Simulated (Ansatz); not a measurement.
## The (115) surface of germanium, 2 pairs of surface atoms bonded, H on every dangling bond (bottom of the slab: built like the top, H on every dangling bond, free)

Calculation: r2SCAN, at the PBE geometry (plane waves to 500 eV, PAW; Ansatz, a quantum-chemistry and plane-wave program).

Slab: 52 atoms, 13.8 Å thick at the start with caps and adatoms (thin: gaps and levels are the slab's own); k 4x3x1, smearing 0.025 eV, dipole-corrected; single point; on the structure that PBE left under its start's symmetry; no spin, no spin-orbit, no U.

```yaml
gap_of_the_slab_on_its_k_mesh: 1.17 eV
highest_filled_level_below_the_top_vacuum_level: 4.98 eV
cost: very roughly 40 core-minutes
```
